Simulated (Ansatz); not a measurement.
We consider Ga2O3 (model structure, started from the Bi2O3 type, P6₃mc, No. 186, 20 atoms in the cell), described by PBEsol (PAW; Ansatz, a program for electronic structure).

Settings: plane-wave cutoff 520 eV, 6×6×8 k mesh (along the axes of the cell as run), Fermi–Dirac smearing 0.01 eV, scalar-relativistic PAW data made under PBE.

Cell (relaxed at this level):

```
Ga2O3
1.0
    7.07456     0.00000     0.00000
   -3.53728     6.12675     0.00000
    0.00000     0.00000     4.80634
Ga O
8 12
Direct
  0.33512   0.16756   0.77353
  0.16756   0.33512   0.27353
  0.83244   0.16756   0.77353
  0.66488   0.83244   0.27353
  0.83244   0.66488   0.77353
  0.16756   0.83244   0.27353
  0.33333   0.66667   0.67555
  0.66667   0.33333   0.17555
  0.54614   0.09227   0.92849
  0.45386   0.54614   0.42849
  0.90773   0.45386   0.92849
  0.45386   0.90773   0.42849
  0.54614   0.45386   0.92849
  0.09227   0.54614   0.42849
  0.72222   0.86111   0.88580
  0.86111   0.72222   0.38580
  0.13889   0.86111   0.88580
  0.27778   0.13889   0.38580
  0.13889   0.27778   0.88580
  0.86111   0.13889   0.38580
```

### Question
What does this level give for the band gap?

### Answer

* **band gap**: 0.34 eV (on the SCF k mesh)

Note: the relaxation could raise the start's symmetry but not lower it, so the cell can be a saddle point.

Spin–orbit coupling is not included.

The computed numbers hold no vibrational or temperature effects.

Computing time: about 20 core-minutes (a rough figure).

A model structure was made by putting elements into a prototype or built by hand; it is no filed structure, need not be a known phase, and can be a saddle point held by its symmetry.
